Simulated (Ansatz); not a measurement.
# Response to strain in BP

Base system: BP in the zinc blende structure (space group F-43m, No. 216).

```xyz
2
Lattice="0.0000 2.2601 2.2601 2.2601 0.0000 2.2601 2.2601 2.2601 0.0000" Properties=species:S:1:pos:R:3 pbc="T T T"
B      0.0000     0.0000     0.0000
P      1.1300     1.1300     1.1300
```

Cartesian axes are those of the cell as printed.

Strains are applied to the cell and any free atomic positions relax.

Level of theory: plane-wave PAW DFT at the PBEsol level (Ansatz, a program for electronic structure, 420 eV), without spin-orbit coupling.

Notes on the quantities. pressure: mean of the normal stresses, compression positive; energy relative to the base: free energy F.

```csv
variant,gap character,smallest direct gap,pressure,band gap,energy relative to the base
base,–,3.38 eV,-0.01 GPa,1.11 eV,0 meV/atom
tensor shear ε_xy = +0.29 %,"indirect, Γ → Γ–X (89 % along)",3.31 eV,0.00 GPa,1.10 eV,+0.2 meV/atom
tensor shear ε_xy = +1.43 %,"indirect, Γ → X",…,…,…,…
tensor shear ε_xy = +0.57 %,"indirect, Γ → Γ–X (89 % along)",3.23 eV,0.01 GPa,1.06 eV,+0.9 meV/atom
tensor shear ε_xy = +2.00 %,"indirect, Γ → X",2.86 eV,0.18 GPa,0.71 eV,+11 meV/atom
tensor shear ε_xy = +1.71 %,"indirect, Γ → X",2.94 eV,0.13 GPa,0.80 eV,+7.9 meV/atom
tensor shear ε_xy = +1.14 %,"indirect, Γ → Γ–X (89 % along)",3.09 eV,0.05 GPa,0.94 eV,+3.5 meV/atom
tensor shear ε_xy = +0.86 %,"indirect, Γ → Γ–X (89 % along)",3.16 eV,0.03 GPa,1.00 eV,+2.0 meV/atom
```

**Question.** Some entries are withheld; estimate them.

**Answer.** 
- tensor shear ε_xy = +1.43 %, smallest direct gap: 3.01 eV
- tensor shear ε_xy = +1.43 %, pressure: 0.09 GPa
- tensor shear ε_xy = +1.43 %, band gap: 0.88 eV
- tensor shear ε_xy = +1.43 %, energy relative to the base: +5.5 meV/atom

Whether these cells are dynamically stable was not tested. k-point labels follow each cell's own Brillouin zone.
